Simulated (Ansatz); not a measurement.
Consider BP in the zinc blende structure (space group F-43m, No. 216).

```
CELL_PARAMETERS angstrom
      0.00000     2.26820     2.26820
      2.26820     0.00000     2.26820
      2.26820     2.26820     0.00000
ATOMIC_POSITIONS crystal
  P  0.75000 0.75000 0.75000
  B  0.00000 0.00000 0.00000
```

Cartesian axes are those of the cell as printed.

Calculations: plane-wave PAW DFT at the r2SCAN level (Ansatz, a first-principles code, 500 eV), no spin-orbit coupling, earlier PAW set.

The change: uniaxial strain ε_xx = +5.50 %, all other strain components held at zero, atoms relaxed at fixed cell.

Question: What happens to the stress?

Answer: The stress (xx, yy, zz, yz, xz, xy; compression positive) amounts to (-18.64, -2.97, -2.97, 0.00, 0.00, 0.00) GPa.

No phonon test of stability was made.
